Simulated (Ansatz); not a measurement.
Results of r²SCAN (PAW; Ansatz, a program for electronic structure) for SiB3 (Imma, No. 74, 32 atoms in the cell; start mp-569128).

Numerical settings: plane-wave cutoff 560 eV, 8×8×8 k mesh, Fermi–Dirac smearing 0.01 eV, scalar-relativistic PAW data made under PBE.

Cell (relaxed with PBEsol):

```yaml
crystal:
  lattice:
    - [-4.15788, 6.26710, 3.09970]
    - [4.15788, -6.26710, 3.09970]
    - [4.15788, 6.26710, -3.09970]
  atoms:
    - { symbol: Si, position: [0.31332, 0.33143, 0.51811] }
    - { symbol: Si, position: [0.68668, 0.66857, 0.48189] }
    - { symbol: Si, position: [0.31332, 0.79521, 0.98189] }
    - { symbol: Si, position: [0.68668, 0.20479, 0.01811] }
    - { symbol: Si, position: [0.84807, 0.00222, 0.84585] }
    - { symbol: Si, position: [0.15193, 0.99778, 0.15415] }
    - { symbol: Si, position: [0.65637, 0.00222, 0.65415] }
    - { symbol: Si, position: [0.34363, 0.99778, 0.34585] }
    - { symbol: B, position: [0.14933, 0.72339, 0.42594] }
    - { symbol: B, position: [0.85067, 0.27661, 0.57406] }
    - { symbol: B, position: [0.79746, 0.72339, 0.07406] }
    - { symbol: B, position: [0.20254, 0.27661, 0.92594] }
    - { symbol: B, position: [0.11498, 0.39146, 0.50156] }
    - { symbol: B, position: [0.88502, 0.60854, 0.49844] }
    - { symbol: B, position: [0.38990, 0.61342, 0.99844] }
    - { symbol: B, position: [0.61010, 0.38658, 0.00156] }
    - { symbol: B, position: [0.88502, 0.38658, 0.27648] }
    - { symbol: B, position: [0.11498, 0.61342, 0.72352] }
    - { symbol: B, position: [0.61010, 0.60854, 0.22352] }
    - { symbol: B, position: [0.38990, 0.39146, 0.77648] }
    - { symbol: B, position: [0.15291, 0.47888, 0.32300] }
    - { symbol: B, position: [0.84709, 0.52112, 0.67700] }
    - { symbol: B, position: [0.65588, 0.82991, 0.17700] }
    - { symbol: B, position: [0.34412, 0.17009, 0.82300] }
    - { symbol: B, position: [0.84709, 0.17009, 0.32597] }
    - { symbol: B, position: [0.15291, 0.82991, 0.67403] }
    - { symbol: B, position: [0.34412, 0.52112, 0.17403] }
    - { symbol: B, position: [0.65588, 0.47888, 0.82597] }
    - { symbol: B, position: [0.34128, 0.27208, 0.06920] }
    - { symbol: B, position: [0.65872, 0.72792, 0.93080] }
    - { symbol: B, position: [0.70288, 0.27208, 0.43080] }
    - { symbol: B, position: [0.29712, 0.72792, 0.56920] }
```

Give the computed band gap, smallest direct gap on the k points sampled and Γ–Γ gap.


- band gap = 1.49 eV (indirect)
- smallest direct gap on the k points sampled = 1.52 eV
- Γ–Γ gap = 1.69 eV

Note: cell and atoms aren't relaxed at this level (largest force component 0.07 eV/Å, pressure 1.3 GPa).

Computed values are for the static lattice.

A start named mp-… is a Materials Project structure, which need not be a measured phase.
